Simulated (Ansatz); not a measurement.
Defect: interstitial P in silicon strained by +1.5 % along x and y, z held, charge state +1. Computed with PBE, PAW (plane waves to 420 eV; Ansatz, a program for electronic structure).

Cell of 64 host sites held at the strained lattice (strain from the relaxed PBE one, atoms relaxed); a 2×2×2 k-point mesh shifted by half a step; Fermi-Dirac width 0.01 eV, spin-restricted; finite-size errors left in. Energies are static. The charge state is imposed; whether it is stable for some Fermi level was not computed. Sites that were not tried may lie lower.

Barriers: single points on a 3×3×3 k-point mesh shifted by half a step at the bands' geometries.

The step: a direct jump of one P atom; the atom moves 1.67 Å along (-0.20, 0.00, 0.23) of the unit cell; the moving atom starts with neighbours Si at 2.16, Si at 2.28, Si at 2.30, Si at 2.75 Å and ends with Si at 2.16, Si at 2.28, Si at 2.30, Si at 2.75 Å.

Q: Estimate the migration barrier of this step that PBE, PAW returns for this input.

A: 534 meV, the same both ways. At the saddle the moving atom has neighbours Si at 2.12, 2 Si at 2.25 Å. The saddle point's order was not checked, and it lies on a symmetry element of the cell, where a band can be held.
